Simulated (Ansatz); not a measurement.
The structure below was relaxed with plane-wave PAW DFT at the r2SCAN level (Ansatz, a program for electronic structure, 500 eV), spin-orbit coupling left out.

Space group P6/mmm (No. 191); a = b = 3.1365 Å, c = 3.4792 Å, α = β = 90.00°, γ = 120.00°

```csv
atom,site,symmetry,x,y,z
Hf,1a,6/mmm,0.0000,0.0000,0.0000
B,2d,-6m2,0.3333,0.6667,0.5000
```

Task: Write out a cell with all atoms.

Result: 
```xyz
3
Lattice="3.1365 0.0000 0.0000 -1.5683 2.7163 0.0000 0.0000 0.0000 3.4792" Properties=species:S:1:pos:R:3 pbc="T T T"
Hf     0.0000     0.0000     0.0000
B      0.0000     1.8109     1.7396
B      1.5683     0.9054     1.7396
```
This is the conventional cell.

No phonon test of stability was made. All final runs are without spin polarisation. The cell was made from TiB2 by this change: Ti → Hf.
